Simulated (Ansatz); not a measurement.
A calculation on cubic perovskite CsSrF3 returned lattice constant a 4.763 Å, bulk modulus 44.9 GPa, band gap 7.14 eV.

**Question.** Which level of theory produced these numbers?
A. PBEsol+SOC (Ansatz, an electronic-structure program)
B. PBEsol (Ansatz)
C. HSE06 (Ansatz)
D. r²SCAN+SOC (Ansatz)

**Answer.** D, r²SCAN+SOC (Ansatz)

The others give: PBEsol+SOC 4.737 Å, 43.7 GPa, 6.26 eV; PBEsol 4.737 Å, 43.7 GPa, 6.30 eV; HSE06 4.789 Å, 41.5 GPa, 8.32 eV.

Unless a cell is named, each level is at its own relaxed cell (HSE06 21.96, PBEsol 21.26, PBEsol+SOC 21.26, r²SCAN+SOC 21.62 Å³/atom).

Levels without +SOC have no spin–orbit coupling; where heavier elements are present it shifts gaps, mostly down, and can invert bands. Density-functional gaps are differences of (generalised) Kohn–Sham levels.

Caveats: the relaxation could not lower the start's symmetry, so the cell can be a saddle point above a distorted one (PBEsol+SOC, PBEsol, HSE06, r²SCAN+SOC). Ansatz's density-functional and Hartree–Fock values are scalar-relativistic unless marked +SOC, with PAW data made under PBE.
